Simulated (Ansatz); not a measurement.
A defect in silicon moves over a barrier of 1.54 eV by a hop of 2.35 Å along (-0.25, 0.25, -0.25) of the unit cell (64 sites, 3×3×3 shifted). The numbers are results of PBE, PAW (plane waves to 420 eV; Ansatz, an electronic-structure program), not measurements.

Barriers are those of the lowest checked hop between equivalent sites, from the lowest site run (climbing-image NEB, static, fixed cells, no finite-size terms; on the finer meshes named, energies are single points at the band's geometries). One hop need not carry long-range diffusion, and untried routes could be lower. Saddle orders were checked for a part of the study's bands only and are not shown. Charge states are imposed. Spin-orbit coupling is left out.

Problem. Which of these computed defects is it?
A. interstitial P, charge +1
B. interstitial Be, charge +2
C. interstitial Au, charge +1
D. interstitial Ca, charge +2

Solution. D, interstitial Ca, charge +2. The others have 0.065 eV (interstitial Be, charge +2), 0.73 eV (interstitial P, charge +1), 0.084 eV (interstitial Au, charge +1).
